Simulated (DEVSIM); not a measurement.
**abrupt Si p-n junction**

Device: abrupt Si p-n junction, at 300 K.

```
layer (left to right)  material  thickness (μm)  Nd (cm⁻³)  Na (cm⁻³)  τn (s)  τp (s)
---------------------  --------  --------------  ---------  ---------  ------  ------
1                            Si            2.00          -     1.1e18  1.1e-7  1.1e-7
2                            Si            7.00     1.7e17          -  1.1e-7  1.1e-7
```

Left contact: ohmic. Right contact: ohmic. Voltage is applied to the left contact. Recombination: SRH at mid-gap, Auger. Mobility is μmin + (μ − μmin)/(1 + (N/Nref)^α).

The device is made up for the run: typed textbook-type constants, with dimensions and the other settings drawn at random. Values at 300 K.

```tsv
parameter	Si
gap (eV)	1.124
affinity (eV)	4.05
permittivity	11.7
Nc (cm⁻³)	2.86e19
Nv (cm⁻³)	3.1e19
μn (cm²/Vs)	1417
μp (cm²/Vs)	470
μn,min	52
μp,min	45
Nref,n	9.7e16
Nref,p	2.2e17
αn	0.68
αp	0.72
Cn (cm⁶/s)	2.8e-31
Cp (cm⁶/s)	9.9e-32
```

Model (solved in DEVSIM): 1D drift-diffusion, Boltzmann statistics, complete ionisation; no tunnelling, impact ionisation, image-force lowering or self-heating.

The potential step across the device at zero bias comes out as 0.905 V. The largest field in the device at zero bias is 200000 V/cm, the dark forward voltage at 1 A/cm² comes out as 0.697 V and the dark forward voltage at 100 A/cm² is 0.821 V.

Dark forward current:

(V (V), J (A/cm²)): (0.05, 8.3e-9); (0.10, 2.9e-8); (0.15, 8.6e-8); (0.20, 2.4e-7); (0.25, 7.0e-7); (0.30, 2.1e-6); (0.35, 6.6e-6); (0.40, 2.5e-5); (0.45, 0.00011); (0.50, 0.00061); (0.55, 0.0037); (0.60, 0.025); (0.65, 0.17); (0.70, 1.1); (0.75, 7.7); (0.80, 50); (0.85, 270); (0.90, 1000); (0.95, 2700)
